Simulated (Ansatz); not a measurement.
**Convergence test for ZnCu₂SnSe₄ (I-4, 8 atoms in the cell)**

```
ZnCu2SnSe4
1.0
   -2.86486     2.86486     5.69850
    2.86486    -2.86486     5.69850
    2.86486     2.86486    -5.69850
Zn Cu Sn Se
1 2 1 4
Direct
  0.75000   0.25000   0.50000
  0.25000   0.75000   0.50000
  0.00000   0.00000   0.00000
  0.50000   0.50000   0.00000
  0.62975   0.63653   0.52624
  0.36347   0.88971   0.99322
  0.11029   0.10351   0.47376
  0.89649   0.37025   0.00678
```

Computed with PBE (plane waves, PAW; Ansatz, a program for electronic structure).

The starting cell comes from a database of computed structures (which also holds hypothetical and non-ambient phases and stackings), without a prior relaxation at this level. Its lattice was rescaled by a random factor within 2.5 % of one. Spin polarisation is off. Ansatz's pressure includes its estimate of the finite-basis (Pulay) stress. The run gives no clean gap (levels at the Fermi energy touch, overlap or are partly filled at this smearing), which alone does not show that the compound is a metal.

Held fixed: hamiltonian.xc = pbe; hamiltonian.pseudopotentials = {kind: paw} (the program's default PAW files); scf.occupations.method = methfessel_paxton; scf.occupations.width = 0.05 eV.

ΔF is the free energy per atom less that of the last row (13 13 13).

The series runs over kpoints.mp_grid.grid = 1 1 1; 2 2 2; 3 3 3; 4 4 4; 5 5 5; 6 6 6; 7 7 7; 8 8 8; 9 9 9; 11 11 11; 13 13 13.

### Question
From which setting on does the pressure stay within 1 GPa of the last one?

### Answer
From kpoints.mp_grid.grid = 2 2 2 on; the one before it is off by 4.2 GPa. The value it settles on is 1.4 GPa at this level of theory and with the other settings as held.

### Question
From which setting on does the largest force stay within 0.02 eV/Å of the last one?

### Answer
From kpoints.mp_grid.grid = 3 3 3 on; the one before it is off by 0.052 eV/Å. The value it settles on is 0.139 eV/Å at this level of theory and with the other settings as held.

| kpoints.mp_grid.grid | ΔF (meV/atom) | pressure (GPa) | largest force (eV/Å) | k-points | iterations |
|---|---|---|---|---|---|
| 1 1 1 | 277.4 | 5.66 | 0.856 | 1 | 39 |
| 2 2 2 | 28.2 | 1.97 | 0.191 | 4 | 11 |
| 3 3 3 | 5.0 | 1.54 | 0.146 | 6 | 8 |
| 4 4 4 | 1.10 | 1.46 | 0.142 | 14 | 9 |
| 5 5 5 | 0.29 | 1.44 | 0.141 | 21 | 10 |
| 6 6 6 | 0.10 | 1.44 | 0.140 | 36 | 10 |
| 7 7 7 | 0.04 | 1.43 | 0.140 | 52 | 10 |
| 8 8 8 | 0.02 | 1.43 | 0.139 | 78 | 10 |
| 9 9 9 | 0.01 | 1.43 | 0.139 | 105 | 10 |
| 11 11 11 | 0.00 | 1.43 | 0.139 | 186 | 10 |
| 13 13 13 | 0.00 | 1.43 | 0.139 | 301 | 10 |

Keys are those of Ansatz 0.2.
